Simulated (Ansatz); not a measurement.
**A computed series for CuCl: carrier doping**

The reference is CuCl in the zinc blende structure (space group F-43m, No. 216; a = 5.2897 Å).

Carriers are added at fixed cell with a uniform background; the Fermi–Dirac width is that of 300 K.

Computed with PBEsol in Ansatz (plane waves to 420 eV, PAW, without spin-orbit coupling).

Candidates:
(a) electrons 5.0×10^20 cm⁻³
(b) holes 5.0×10^21 cm⁻³
(c) holes 7.0×10^21 cm⁻³

Base values:

| Property | Result |
|---|---|
| Gap between the host's bands | 0.55 eV |

Q: Order them by gap between the host's bands, lowest first.

A: (a) electrons 5.0×10^20 cm⁻³ (0.54 eV), (b) holes 5.0×10^21 cm⁻³ (0.94 eV), (c) holes 7.0×10^21 cm⁻³ (1.09 eV)

Charged cell with a jellium background: band edges are those of the host's band count, energies are not comparable with the neutral cell, and many-body gap narrowing is missing. No phonon test of stability was made. No Hubbard U is applied. All final runs are without spin polarisation.

Ansatz is an electronic-structure program.
